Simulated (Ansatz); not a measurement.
The reference is MgTe in the zinc blende structure (space group F-43m, No. 216; a = 6.4393 Å). Axes: x, y, z lie along the cube axes.

Calculations: DFT with PBEsol, PAW potentials and a 420 eV plane-wave cutoff in Ansatz (a program for electronic structure), no SOC.

It is then changed as follows: an isotropic linear strain of −2.00 %; the atoms relax in the strained cell.

Problem. Predict the stress tensor and what it implies for the stiffness.

Solution. Stress of the strained cell less that of the base (GPa, compression positive):
```
   2.49    0.00    0.00
   0.00    2.49    0.00
   0.00    0.00    2.49
```

Then B = −ΔP/(ΔV/V₀) with ΔV/V₀ = -0.0588 gives secant stiffness values (nonlinear terms included at this strain): B ≈ 42 GPa.

As a check, the harmonic strain energy −½ V₀ Δσ:ε is 16 meV/atom; the computed energy rise is 14 meV/atom.

Stability against distortions was not tested.
